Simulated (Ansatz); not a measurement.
Cost and result by functional for the adsorption energy of SiH3 on the 1x1 (111) surface of fcc Cu, one in a 2x2 cell, started at the site 'hollow Cu-Cu-Cu over Cu at depth 2.1 Å', in Ansatz (plane waves, PAW). Single points on the PBE structure, on one kind of machine; costs are rough ratios of the slab run's core time (references not counted) to the cheapest single point. r2SCAN's cost holds its higher cutoff (500 against 420 eV). Differences are taken against r2SCAN for comparison alone: no measured value is at hand, so the table doesn't rank accuracy.

Slab: 20 atoms, 6.2 Å thick at the start under the adsorbate (thin: gaps and levels are the slab's own); k 6x6x1, smearing 0.1 eV, dipole-corrected; 8 atoms held, the rest relaxed; start symmetry kept, larger cells not searched; spin-polarised, no spin-orbit, no U, no dispersion correction. The starting moment vanished. At the end it is bonded to 3 Cu. In PBE it is, or lies within 0.03 eV of, the lowest of the starts that converged. These notes are the PBE run's. r2SCAN: The program's check for a lower electronic state was not made. Adsorption energies are against SiH4(g) − ½ H2(g). A negative adsorption energy means that the adsorbate is more stable on the surface than in its reference.

```tsv
functional	relative cost	adsorption energy (eV)	less r2SCAN (eV)
RPBE	1	0.00	0.49
r2SCAN	2	-0.49	0.00
PBE (the relaxed run's value)	–	-0.31	0.19
```

The values span 0.49 eV, while the single points' costs differ by a factor of roughly 2. Differences are of unrounded values.

Ansatz is a first-principles code.
